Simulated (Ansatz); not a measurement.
The reference is GaN in the wurtzite structure (space group P6_3mc, No. 186; a = 3.183 Å, c = 5.184 Å).

Perturbation: B takes the place of Ga on all its sites; the structure is relaxed again.

The values are results of Kohn–Sham DFT with the r2SCAN functional, run in Ansatz (a first-principles code) with PAW and 500 eV plane waves, no SOC, not measurements.

Base, band edges from the VBM (valence, conduction): K -2.80, 5.61; H -1.52, 7.03; M -1.03, 5.59; L -1.95, 4.90; A -0.55, 4.78; Γ 0.00, 2.35 eV.

Q: Give the band edges at the high-symmetry points of the new zone, measured from its valence-band maximum.

A: 
```json
[
 {"point": "Γ", "valence edge (eV)": "0.00", "conduction edge (eV)": "9.12"},
 {"point": "M", "valence edge (eV)": "-2.20", "conduction edge (eV)": "7.32"},
 {"point": "K", "valence edge (eV)": "-5.63", "conduction edge (eV)": "5.75"},
 {"point": "A", "valence edge (eV)": "-1.22", "conduction edge (eV)": "10.25"},
 {"point": "L", "valence edge (eV)": "-3.72", "conduction edge (eV)": "7.21"},
 {"point": "H", "valence edge (eV)": "-3.15", "conduction edge (eV)": "10.04"}
]
```

The gap is 5.75 eV, indirect, Γ → K.

No phonon test of stability was made.
